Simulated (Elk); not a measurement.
Band structure of Fe2Ge (P6_3/mmc, 6 atoms in the cell).

```
CELL_PARAMETERS angstrom
      4.14279     0.00000     0.00000
     -2.07139     3.58776     0.00000
      0.00000     0.00000     5.02077
ATOMIC_POSITIONS crystal
  Fe 0.00000 0.00000 0.00000
  Fe 0.00000 0.00000 0.50000
  Fe 0.66667 0.33333 0.75000
  Fe 0.33333 0.66667 0.25000
  Ge 0.66667 0.33333 0.25000
  Ge 0.33333 0.66667 0.75000
```
Moments meant for the start (each program seeds them in its own way; μB, in the order of the atoms Fe Fe Fe Fe Ge Ge): 4.0 4.0 4.0 4.0 0.0 0.0.

Method of the run: PBEsol, all-electron FP-LAPW, Elk's shipped species files, default APW+lo basis in Elk 10.2.4.

Settings: xctype = 22; spinpol = true; swidth = 0.00367493 Ha; ngridk = 5 5 3; reducebf = 0.7; rmtscf = 0.88; maxscl = 100.

The starting cell comes from a database of computed structures (which also holds hypothetical and non-ambient phases and stackings), without a prior relaxation at this level. Its lattice was rescaled by a random factor within 2.5 % of one. The magnetic order is the one reached from the typed start; others were not searched systematically. Values depend on the basis (sphere radii, cutoffs, local orbitals), which need not be converged.

Levels in eV from the Fermi level, bands 39 to 46 of the first spin channel:
```csv
point,39,40,41,42,43,44,45,46
Γ,-0.20,-0.20,-0.11,0.46,0.60,0.60,0.80,0.80
M,-0.86,-0.76,-0.73,-0.70,-0.14,0.14,0.41,0.60
K,-0.88,-0.65,-0.65,-0.53,-0.12,-0.12,0.16,0.24
A,-0.47,-0.47,0.49,0.49,0.49,0.49,0.71,0.71
L,-0.88,-0.88,-0.38,-0.38,0.11,0.11,0.12,0.12
H,-0.99,-0.99,-0.56,-0.56,0.23,0.23,0.52,0.52
```

Bands cross the Fermi level along this path, so the cell is metallic at this level.

The net moment of the cell came out as 7.59 μB.
